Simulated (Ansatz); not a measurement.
Defect: interstitial Al in wurtzite AlN, charge state +3. All values below come from HSE06, atoms relaxed with HSE06 at the PBE lattice, PAW (plane waves to 420 eV; Ansatz, a quantum-chemistry and plane-wave program).

Cell of 192 host sites held at the relaxed PBE lattice; the Γ point alone; Fermi-Dirac width 0.01 eV, spin-restricted; finite-size errors left in. Energies are static. The charge state is imposed; whether it is stable for some Fermi level was not computed. Sites that were not tried may lie lower.

The step: a concerted move, in which Al travels most. Atoms about the jump, Cartesian Å from the middle of the jump, before and after:

```csv
atom,x0,y0,z0,x1,y1,z1
Al1,0.00,0.00,1.26,0.00,0.00,-1.26
N2,-1.49,0.86,-0.27,-1.47,0.85,-0.41
N3,0.00,-1.73,-0.27,0.00,-1.70,-0.41
N4,1.50,0.86,-0.27,1.47,0.85,-0.41
Al5,-1.74,-1.00,0.03,-1.67,-0.97,0.38
Al6,0.00,2.01,0.03,0.00,1.93,0.38
Al7,1.74,-1.00,0.03,1.67,-0.97,0.38
N8,-1.47,-0.85,2.10,-1.57,-0.91,2.23
N9,0.00,1.70,2.10,0.00,1.81,2.23
N10,1.47,-0.85,2.10,1.57,-0.91,2.23
Al11,-1.57,0.91,-2.28,-1.74,1.00,-2.48
Al12,0.00,-1.81,-2.28,0.00,-2.01,-2.48
Al13,1.57,0.91,-2.28,1.74,1.00,-2.48
Al14,-1.67,0.97,2.89,-1.57,0.91,2.83
Al15,0.00,-1.93,2.89,0.00,-1.81,2.83
Al16,1.67,0.97,2.89,1.57,0.91,2.83
N17,-1.58,-0.91,-2.78,-1.49,-0.86,-2.78
N18,0.00,1.82,-2.78,0.00,1.73,-2.78
N19,1.58,-0.91,-2.78,1.50,-0.86,-2.78
Al20,-3.15,1.82,0.29,-3.14,1.81,0.26
Al21,0.00,-3.63,0.29,0.00,-3.63,0.26
Al22,3.15,1.82,0.29,3.14,1.81,0.26
N23,-3.24,-1.87,-0.38,-3.15,-1.82,-0.32
N24,0.00,3.74,-0.38,0.00,3.64,-0.32
N25,3.24,-1.87,-0.38,3.15,-1.82,-0.32
```

**Question.** Give the saddle-point geometry and the barrier.

**Answer.** 
```tsv
atom	x	y	z
Al1	-0.01	0.00	0.09
N2	-1.52	0.87	-0.29
N3	0.00	-1.75	-0.29
N4	1.51	0.87	-0.29
Al5	-1.93	-1.12	0.38
Al6	0.01	2.22	0.38
Al7	1.93	-1.10	0.38
N8	-1.56	-0.90	2.17
N9	0.00	1.81	2.17
N10	1.57	-0.90	2.18
Al11	-1.58	0.91	-2.32
Al12	0.00	-1.82	-2.32
Al13	1.58	0.91	-2.33
Al14	-1.59	0.92	2.82
Al15	0.00	-1.84	2.82
Al16	1.60	0.92	2.82
N17	-1.57	-0.91	-2.82
N18	0.00	1.81	-2.82
N19	1.57	-0.91	-2.82
Al20	-3.17	1.83	0.28
Al21	0.00	-3.66	0.28
Al22	3.17	1.83	0.28
N23	-3.29	-1.90	-0.39
N24	0.00	3.79	-0.39
N25	3.28	-1.89	-0.39
```
It lies 2.41 eV above the start and 2.41 eV above the end. The saddle point's order was not checked, and it lies on a symmetry element of the cell, where a band can be held.
